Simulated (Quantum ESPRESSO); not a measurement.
Input and output of a self-consistent single point for CoGe (P2_13, 8 atoms in the cell) (Quantum ESPRESSO).

Level of theory: PBEsol, PSlibrary PAW (PBE) pseudopotentials (plane waves; Quantum ESPRESSO).

The change in words: lattice scaled by 0.98. Reference geometry:
```yaml
crystal:
  lattice:
    - [4.57947, 0.00000, 0.00000]
    - [0.00000, 4.57947, 0.00000]
    - [0.00000, 0.00000, 4.57947]
  atoms:
    - { symbol: Co, position: [0.13683, 0.13683, 0.13683] }
    - { symbol: Co, position: [0.36317, 0.86317, 0.63683] }
    - { symbol: Co, position: [0.63683, 0.36317, 0.86317] }
    - { symbol: Co, position: [0.86317, 0.63683, 0.36317] }
    - { symbol: Ge, position: [0.83981, 0.83981, 0.83981] }
    - { symbol: Ge, position: [0.66019, 0.16019, 0.33981] }
    - { symbol: Ge, position: [0.33981, 0.66019, 0.16019] }
    - { symbol: Ge, position: [0.16019, 0.33981, 0.66019] }
```

Reference input (self-consistent single point, DFT, PBEsol, plane waves, PSlibrary PAW (PBE) pseudopotentials): ecutwfc = 50 Ry; ecutrho = 300 Ry; occupations = smearing; smearing = gauss; degauss = 0.0073499 Ry; input_dft = pbesol; potentials = {Co: Co.pbe-n-kjpaw_psl.1.0.0.UPF, Ge: Ge.pbe-n-kjpaw_psl.1.0.0.UPF}; K_POINTS = automatic 5 5 5 0 0 0; conv_thr = 1e-10 Ry; mixing_beta = 0.4. This run's input differs from it in these lines:

```diff
@@ -10,3 +10,3 @@
    ibrav = 1
-   A = 4.5794700000
+   A = 4.4878810000
    nat = 8
@@ -28,10 +28,10 @@
 ATOMIC_POSITIONS {angstrom}
-Co    0.6266088801    0.6266088801    0.6266088801
-Co    1.6631261199    3.9528611199    2.9163438801
-Co    2.9163438801    1.6631261199    3.9528611199
-Co    3.9528611199    2.9163438801    1.6631261199
-Ge    3.8458847007    3.8458847007    3.8458847007
-Ge    3.0233202993    0.7335852993    1.5561497007
-Ge    1.5561497007    3.0233202993    0.7335852993
-Ge    0.7335852993    1.5561497007    3.0233202993
+Co    0.6140767572    0.6140767572    0.6140767572
+Co    1.6298637428    3.8738042428    2.8580172572
+Co    2.8580172572    1.6298637428    3.8738042428
+Co    3.8738042428    2.8580172572    1.6298637428
+Ge    3.7689673426    3.7689673426    3.7689673426
+Ge    2.9628541574    0.7189136574    1.5250268426
+Ge    1.5250268426    2.9628541574    0.7189136574
+Ge    0.7189136574    1.5250268426    2.9628541574
 K_POINTS {automatic}
```

Log, with long lists cut:

```
     Self-consistent Calculation

     iteration #  1     ecut=    50.00 Ry     beta= 0.40

     total energy              =   -1282.22354366 Ry
     estimated scf accuracy    <       1.41948053 Ry

     iteration #  2     ecut=    50.00 Ry     beta= 0.40

     total energy              =   -1282.58829333 Ry
     estimated scf accuracy    <       3.51437719 Ry

     iteration #  3     ecut=    50.00 Ry     beta= 0.40

     total energy              =   -1282.80131037 Ry
     estimated scf accuracy    <       0.19430076 Ry

   [... 17 blocks of this kind left out ...]

     iteration # 21     ecut=    50.00 Ry     beta= 0.40

     total energy              =   -1282.90543316 Ry
     estimated scf accuracy    <          5.7E-10 Ry

     iteration # 22     ecut=    50.00 Ry     beta= 0.40
     End of self-consistent calculation

     the Fermi energy is    14.0769 ev

!    total energy              =   -1282.90543316 Ry
     estimated scf accuracy    <          2.0E-11 Ry
     smearing contrib. (-TS)   =      -0.00085019 Ry
     internal energy E=F+TS    =   -1282.90458297 Ry

     convergence has been achieved in  22 iterations

     Forces acting on atoms (cartesian axes, Ry/au):

     atom    1 type  1   force =     0.00848417    0.00848417    0.00848417
     atom    2 type  1   force =    -0.00848417   -0.00848417    0.00848417
     atom    3 type  1   force =     0.00848417   -0.00848417   -0.00848417
     atom    4 type  1   force =    -0.00848417    0.00848417   -0.00848417
     atom    5 type  2   force =     0.00365938    0.00365938    0.00365938
   [... lines left out ...]

     Total force =     0.032007     Total SCF correction =     0.000000

          total   stress  (Ry/bohr**3)                   (kbar)     P=      154.50
   0.00105025   0.00000000   0.00000000          154.50        0.00        0.00
   0.00000000   0.00105025   0.00000000            0.00      154.50        0.00
   0.00000000   0.00000000   0.00105025            0.00        0.00      154.50

   JOB DONE.
```

The run converged in 22 iterations. Against the reference run the free energy goes up by 37.1 meV/atom, the pressure goes from 0.71 to 15.45 GPa and the largest force goes from 0.109 to 0.378 eV/Å.

The starting cell comes from a database of computed structures (which also holds hypothetical and non-ambient phases and stackings), without a prior relaxation at this level. For this run, on top of that: lattice scaled by 0.98. Spin polarisation is off. With a pressure of about 15 GPa the cell is away from its equilibrium volume at this level.

Cost on one core of a shared machine: roughly 2 min.
